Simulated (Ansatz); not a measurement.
Take HfO2 in the CdI2 type structure (space group P-3m1, No. 164; a = 3.208 Å, c = 4.515 Å; a hypothetical phase, not in the database extracts checked; layered, stacked along the Cartesian z axis) as the base.

Now apply this change: a free-standing slab of 3 layers (9 atoms, 3 a layer) is cut normal to the stacking axis, with 15 Å of vacuum and the in-plane cell relaxed.

Levels (all Ansatz, a program for electronic structure, PAW): PBEsol-D3(BJ) (420 eV, spin-orbit coupling left out); r2SCAN (500 eV, spin-orbit coupling left out); HSE06 (420 eV, no spin-orbit coupling).

One geometry, relaxed with PBEsol-D3(BJ), under each level:

```tsv
level	band gap	lowest conduction level above the VBM at special points
PBEsol-D3(BJ)	4.57 eV	M 4.57 eV; K 4.67 eV; Γ 5.06 eV
r2SCAN	5.16 eV	M 5.16 eV; K 5.25 eV; Γ 5.67 eV
HSE06	___	___
```

**Question.** Give the withheld HSE06 results.

**Answer.** 
- HSE06, band gap: 6.28 eV
- HSE06, lowest conduction level above the VBM at special points: M 6.28 eV; K 6.43 eV; Γ 6.85 eV

Single points use the geometry relaxed with PBEsol-D3(BJ). The hybrid gap comes from the SCF mesh plus the semilocal run's edge points and a few special points and is an upper bound. With Hf present, leaving out spin-orbit coupling can change the band edges. No phonon test of stability was made.
